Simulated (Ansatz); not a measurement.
# fcc Ni, ferromagnetic (1 1 0) on zinc-blende InP (1 1 0) (film strained to the substrate, started from cuts of the bulks and a machine-learned relaxation; slabs In8P8 and Ni24, which can lie off the formulas; started ferromagnetic)

A periodic stack without vacuum, fcc Ni, ferromagnetic (1 1 0) on zinc-blende InP (1 1 0) (film strained to the substrate, started from cuts of the bulks and a machine-learned relaxation; slabs In8P8 and Ni24, which can lie off the formulas; started ferromagnetic): substrate slab In8P8, film Ni24, surface cells [[0, -1], [1, -1]] and [[1, -1], [2, 1]], film strained by -2.2 and -2.2 %, outermost planes InP/InP and Ni/Ni as cut, which need not be the usual terminations and can put a slab off its formula.

The start was prepared with a machine-learned potential, and the result is one local minimum, with the in-plane cell held and forces under 0.04 eV/Å; the film can end far from its bulk form.

Method: PBE (plane waves to 420 eV, PAW; Ansatz, a quantum-chemistry and plane-wave program). No spin–orbit coupling; PBE gaps are too small against experiment. Its k-point mesh 8×5×1, Fermi–Dirac width 0.05 eV.

```
Property                                                                                   Result
--------------------------------------------------------------------------------  ---------------
interface area                                                                            25.1 Å²
period                                                                                    26.78 Å
heights between the nearest atoms of the two slabs at the two interfaces          0.84 and 0.84 Å
In–Ni contacts across the interfaces within 1.22 times the sum of covalent radii  10, mean 2.67 Å
Ni–P contacts across the interfaces within 1.22 times the sum of covalent radii   10, mean 2.28 Å
```

```yaml
crystal:
  lattice:
    - [4.21432, 0.00004, -0.02714]
    - [4.21445, 5.95988, 0.02614]
    - [1.56657, 0.75308, 26.78042]
  atoms:
    - { symbol: In, position: [0.55819, 0.89242, 0.10109] }
    - { symbol: In, position: [0.55104, 0.46600, 0.02451] }
    - { symbol: In, position: [0.53910, 0.86130, 0.26039] }
    - { symbol: In, position: [0.55310, 0.37183, 0.18588] }
    - { symbol: In, position: [0.51498, 0.83321, 0.41701] }
    - { symbol: In, position: [0.52561, 0.34759, 0.34248] }
    - { symbol: In, position: [0.45757, 0.87334, 0.57832] }
    - { symbol: In, position: [0.49172, 0.32577, 0.50183] }
    - { symbol: P, position: [0.40067, 0.04340, 0.00548] }
    - { symbol: P, position: [0.30654, 0.64192, 0.10912] }
    - { symbol: P, position: [0.30147, 0.12516, 0.18143] }
    - { symbol: P, position: [0.28775, 0.61150, 0.26365] }
    - { symbol: P, position: [0.27533, 0.09887, 0.33923] }
    - { symbol: P, position: [0.26186, 0.58512, 0.42142] }
    - { symbol: P, position: [0.24274, 0.07788, 0.49376] }
    - { symbol: P, position: [0.30083, 0.44527, 0.59734] }
    - { symbol: Ni, position: [0.24907, 0.45208, 0.68556], spin: 0.7 }
    - { symbol: Ni, position: [0.56340, 0.78782, 0.68290], spin: 0.7 }
    - { symbol: Ni, position: [0.92374, 0.11958, 0.68119], spin: 0.7 }
    - { symbol: Ni, position: [0.06371, 0.77592, 0.63267], spin: 0.7 }
    - { symbol: Ni, position: [0.43484, 0.13696, 0.63770], spin: 0.7 }
    - { symbol: Ni, position: [0.76238, 0.46684, 0.62878], spin: 0.7 }
    - { symbol: Ni, position: [0.89764, 0.10427, 0.77719], spin: 0.7 }
    - { symbol: Ni, position: [0.22848, 0.43830, 0.77819], spin: 0.7 }
    - { symbol: Ni, position: [0.56016, 0.77061, 0.77727], spin: 0.7 }
    - { symbol: Ni, position: [0.73852, 0.44510, 0.73068], spin: 0.7 }
    - { symbol: Ni, position: [0.06424, 0.78007, 0.73002], spin: 0.7 }
    - { symbol: Ni, position: [0.40686, 0.11143, 0.73083], spin: 0.7 }
    - { symbol: Ni, position: [0.55002, 0.75449, 0.87167], spin: 0.7 }
    - { symbol: Ni, position: [0.88240, 0.08816, 0.87219], spin: 0.7 }
    - { symbol: Ni, position: [0.20729, 0.42301, 0.87310], spin: 0.7 }
    - { symbol: Ni, position: [0.38929, 0.09671, 0.82478], spin: 0.7 }
    - { symbol: Ni, position: [0.71885, 0.42924, 0.82555], spin: 0.7 }
    - { symbol: Ni, position: [0.05507, 0.76321, 0.82552], spin: 0.7 }
    - { symbol: Ni, position: [0.17537, 0.38593, 0.97029], spin: 0.7 }
    - { symbol: Ni, position: [0.54834, 0.74875, 0.96498], spin: 0.7 }
    - { symbol: Ni, position: [0.87273, 0.07518, 0.97413], spin: 0.7 }
    - { symbol: Ni, position: [0.05114, 0.74622, 0.92154], spin: 0.7 }
    - { symbol: Ni, position: [0.37776, 0.08002, 0.91725], spin: 0.7 }
    - { symbol: Ni, position: [0.69119, 0.41479, 0.92006], spin: 0.7 }
```
